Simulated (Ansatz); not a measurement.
Input:

End structure of Sn on the 1x1 (110) surface of bcc Ta, one in a 3x3 cell, started at the site 'hollow Ta-Ta-Ta':

```yaml
crystal:
  lattice:
    - [8.62309, 0.00000, 0.00000]
    - [-2.87436, 8.12993, 0.00000]
    - [0.00000, 0.00000, 26.50000]
  atoms:
    - { symbol: Ta, position: [0.16667, 0.16667, 0.37115] }
    - { symbol: Ta, position: [0.16667, 0.50000, 0.37115] }
    - { symbol: Ta, position: [0.16667, 0.83333, 0.37115] }
    - { symbol: Ta, position: [0.50000, 0.16667, 0.37115] }
    - { symbol: Ta, position: [0.50000, 0.50000, 0.37115] }
    - { symbol: Ta, position: [0.50000, 0.83333, 0.37115] }
    - { symbol: Ta, position: [0.83333, 0.16667, 0.37115] }
    - { symbol: Ta, position: [0.83333, 0.50000, 0.37115] }
    - { symbol: Ta, position: [0.83333, 0.83333, 0.37115] }
    - { symbol: Ta, position: [0.00000, 0.00000, 0.45545] }
    - { symbol: Ta, position: [0.00000, 0.33333, 0.45545] }
    - { symbol: Ta, position: [0.00000, 0.66667, 0.45545] }
    - { symbol: Ta, position: [0.33333, 0.00000, 0.45545] }
    - { symbol: Ta, position: [0.33333, 0.33333, 0.45545] }
    - { symbol: Ta, position: [0.33333, 0.66667, 0.45545] }
    - { symbol: Ta, position: [0.66667, 0.00000, 0.45545] }
    - { symbol: Ta, position: [0.66667, 0.33333, 0.45545] }
    - { symbol: Ta, position: [0.66667, 0.66667, 0.45545] }
    - { symbol: Ta, position: [0.16662, 0.16671, 0.54490] }
    - { symbol: Ta, position: [0.16575, 0.50078, 0.54452] }
    - { symbol: Ta, position: [0.16738, 0.83277, 0.54454] }
    - { symbol: Ta, position: [0.50057, 0.16596, 0.54454] }
    - { symbol: Ta, position: [0.50085, 0.50093, 0.54365] }
    - { symbol: Ta, position: [0.49925, 0.83408, 0.54403] }
    - { symbol: Ta, position: [0.83256, 0.16758, 0.54452] }
    - { symbol: Ta, position: [0.83391, 0.49943, 0.54404] }
    - { symbol: Ta, position: [0.83240, 0.83249, 0.54365] }
    - { symbol: Ta, position: [0.99391, 0.99383, 0.62876] }
    - { symbol: Ta, position: [0.00192, 0.33141, 0.63039] }
    - { symbol: Ta, position: [0.99840, 0.66391, 0.62928] }
    - { symbol: Ta, position: [0.33105, 0.00229, 0.63041] }
    - { symbol: Ta, position: [0.33951, 0.33942, 0.62876] }
    - { symbol: Ta, position: [0.33481, 0.66933, 0.62918] }
    - { symbol: Ta, position: [0.66400, 0.99853, 0.62918] }
    - { symbol: Ta, position: [0.66942, 0.33494, 0.62928] }
    - { symbol: Ta, position: [0.66666, 0.66668, 0.62859] }
    - { symbol: Sn, position: [0.16509, 0.16825, 0.71514] }
```

Model: 37-atom slab, 6.8 Å thick at the start under the adsorbate (thin: gaps and levels are the slab's own), 4x4x1 mesh, Fermi-Dirac 0.1 eV, dipole correction, 18 atoms held, the rest relaxed; symmetry of the start imposed; no spin, no spin-orbit, no U, no dispersion correction. At the end it is bonded to 4 Ta. In PBE it is, or lies within 0.03 eV of, the lowest of the starts that converged.

A negative adsorption energy means that the adsorbate is more stable on the surface than in its reference.

Problem. Predict the change of the work function from PBE (Ansatz, a quantum-chemistry and plane-wave program).

Solution. -0.057 eV

Problem. What work function of the top face does PBE give?

Solution. 4.70 eV

Problem. What change of the step from the bottom to the top vacuum level, against the clean slab does PBE give?

Solution. -0.039 eV

Problem. Estimate the adsorption energy against an atom of beta tin that PBE returns for this input.

Solution. -83 kJ/mol
